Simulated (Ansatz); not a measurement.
Consider HfO$_{2}$ in the fluorite structure (space group Fm-3m, No. 225).

```
HfO2
1.0
    0.00000     2.52188     2.52188
    2.52188     0.00000     2.52188
    2.52188     2.52188     0.00000
Hf O
1 2
Cartesian
  0.00000   0.00000   0.00000
  1.26094   1.26094   1.26094
  3.78282   3.78282   3.78282
```

Cartesian axes are those of the cell as printed.

The values are results of DFT with PBEsol, PAW potentials and a 420 eV plane-wave cutoff in Ansatz (a quantum-chemistry and plane-wave program), no spin-orbit coupling, not measurements.

Base values:

The smallest direct gap is 3.69 eV.

It is then changed as follows: the cell is compressed by 2.00 % along z with no lateral relaxation, atoms relaxed at fixed cell.

Task: Predict the new energy relative to the base.

Result: The energy increases by 8.0 meV/atom.

Task: What happens to the smallest direct gap?

Result: The smallest direct gap falls by 0.113 eV (3.69 eV → 3.57 eV).

With Hf present, leaving out spin-orbit coupling can change the band edges. The cells carry an imposed strain or load. Stability against distortions was not tested. This is not the structure that HfO2 has at room temperature and ambient pressure.
